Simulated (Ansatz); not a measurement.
Here is the system:

```yaml
crystal:
  lattice:
    - [3.92159, 0.04845, -0.00020]
    - [0.04845, 3.93527, 0.00430]
    - [-0.00020, 0.00430, 3.92628]
  atoms:
    - { symbol: Sr, position: [0.00000, 0.00000, 0.00000] }
    - { symbol: Ti, position: [0.50000, 0.50000, 0.50000] }
    - { symbol: O, position: [0.00000, 0.50000, 0.50000] }
    - { symbol: O, position: [0.50000, 0.50000, 0.00000] }
    - { symbol: O, position: [0.50000, 0.00000, 0.50000] }
```

No spin polarisation.

Calculations: Ansatz (a first-principles code) r2SCAN, spin-orbit coupling left out, earlier PAW set. k-mesh 9×9×9 (Γ-centred); smearing 0.05 eV (Fermi–Dirac).

Task: What is the computed stress (xx, yy, zz, yz, xz, xy; compression positive)?

Result: (-2.42, -3.21, -2.71, -0.26, 0.02, -2.94) GPa.

Task: What is the computed smallest direct gap?

Result: 2.49 eV.

The cells carry an imposed strain or load. No phonon test of stability was made. The final runs are not spin-polarised. The cell was made from SrTiO3 in the cubic perovskite structure (space group Pm-3m, No. 221) by this change: strain tensor (xx, yy, zz, yz, xz, xy) = (+0.36, +0.71, +0.48, +0.11, −0.01, +1.24) %. Many cubic perovskites are stable only at high temperature; tilts and polar distortions were not tested.
